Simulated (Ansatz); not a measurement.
Base system: PbI2 in the 2H-MoS2 type structure (space group P6_3/mmc, No. 194; a hypothetical phase, not in the database extracts checked).

```
PbI2
1.0
    4.27317     0.00000     0.00000
   -2.13658     3.70067     0.00000
    0.00000     0.00000    14.36203
Pb I
2 4
Direct
  0.33333   0.66667   0.25000
  0.66667   0.33333   0.75000
  0.33333   0.66667   0.60791
  0.66667   0.33333   0.10791
  0.66667   0.33333   0.39209
  0.33333   0.66667   0.89209
```

Levels (all Ansatz, a program for electronic structure, PAW, earlier PAW set): PBEsol-D3(BJ) (420 eV, no spin-orbit coupling); HSE06 (420 eV, no spin-orbit coupling); PBEsol+SOC (420 eV, with spin-orbit coupling).

One geometry, relaxed with PBEsol-D3(BJ), under each level:

The valence-band top lists the three highest levels at Γ (Kramers pairs under SOC), from the VBM.

```tsv
level	band gap	lowest conduction level above the VBM at special points	valence-band top at Γ	electron mass	hole mass
PBEsol-D3(BJ)	1.39 eV	K 1.39 eV; M 1.66 eV; H 1.80 eV; Γ 2.61 eV	0.00, -0.53, -0.53 eV	0.36 mₑ along c, 0.50 mₑ across (at K)	0.33 mₑ along c, 1.5 mₑ across (at Γ)
HSE06	…	…	–	–	–
PBEsol+SOC	1.06 eV	K 1.06 eV; M 1.33 eV; H 1.29 eV; L 1.81 eV	0.00, -0.39, -0.68 eV	0.43 mₑ along c, 0.56 mₑ across (at K)	0.35 mₑ along c, 0.51 mₑ across (at Γ)
```

Q: Give the withheld HSE06 results.

A: 
- HSE06, band gap: 1.99 eV
- HSE06, lowest conduction level above the VBM at special points: K 1.99 eV; M 2.32 eV; H 2.41 eV; Γ 3.44 eV

Single points use the geometry relaxed with PBEsol-D3(BJ). HSE06 gaps are upper bounds (no full band path). Differences between runs with and without spin-orbit coupling are approximate. With I and Pb present, leaving out spin-orbit coupling can change the band edges. Masses are band curvatures over ±0.01 Å⁻¹ around the edge. Stability against distortions was not tested.
